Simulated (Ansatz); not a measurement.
```xyz
42
Lattice="3.5954 0.0000 0.0000 -1.7977 3.1137 0.0000 0.0000 0.0000 61.6938" Properties=species:S:1:pos:R:3 pbc="T T T"
Sn     0.0000     0.0000     0.0011
C      0.0000     0.0000     2.2073
Sn     0.0000     4.1516     2.9383
C      0.0000     4.1516     5.1414
Sn     0.0000     2.0758     5.8752
C      0.0000     2.0758     8.0788
Sn     0.0000     0.0000     8.8127
C      0.0000     0.0000    11.0164
Sn     0.0000     4.1516    11.7503
C      0.0000     4.1516    13.9539
Sn     0.0000     2.0758    14.6875
C      0.0000     2.0758    16.8899
Sn     0.0000     0.0000    17.6262
C      0.0000     0.0000    19.8318
Sn     0.0000     2.0758    20.5656
C      0.0000     2.0758    22.7719
Sn     0.0000     0.0000    23.5029
C      0.0000     0.0000    25.7060
Sn     0.0000     4.1516    26.4398
C      0.0000     4.1516    28.6434
Sn     0.0000     2.0758    29.3773
C      0.0000     2.0758    31.5810
Sn     0.0000     0.0000    32.3149
C      0.0000     0.0000    34.5185
Sn     0.0000     4.1516    35.2521
C      0.0000     4.1516    37.4545
Sn     0.0000     2.0758    38.1908
C      0.0000     2.0758    40.3964
Sn     0.0000     4.1516    41.1302
C      0.0000     4.1516    43.3365
Sn     0.0000     2.0758    44.0675
C      0.0000     2.0758    46.2706
Sn     0.0000     0.0000    47.0044
C      0.0000     0.0000    49.2080
Sn     0.0000     4.1516    49.9419
C      0.0000     4.1516    52.1456
Sn     0.0000     2.0758    52.8795
C      0.0000     2.0758    55.0831
Sn     0.0000     0.0000    55.8167
C      0.0000     0.0000    58.0191
Sn     0.0000     4.1516    58.7554
C      0.0000     4.1516    60.9610
```

These are PBE (plane waves to 420 eV, PAW; Ansatz, a program for electronic structure) values and carry that method's errors. Spin–orbit coupling is left out. Its k-point mesh 9×9×1, Fermi–Dirac width 0.01 eV.

Which polytype is this, and how does it compare with the cubic form?

SnC 21R (hccccch), stacking ACBACBABACBACBCBACBAC, hexagonality 29 %, space group R3m (a stacking that need not occur in nature); -0.7 meV/atom against 3C, layer spacing over a = 0.8171 (ideal 0.8165).
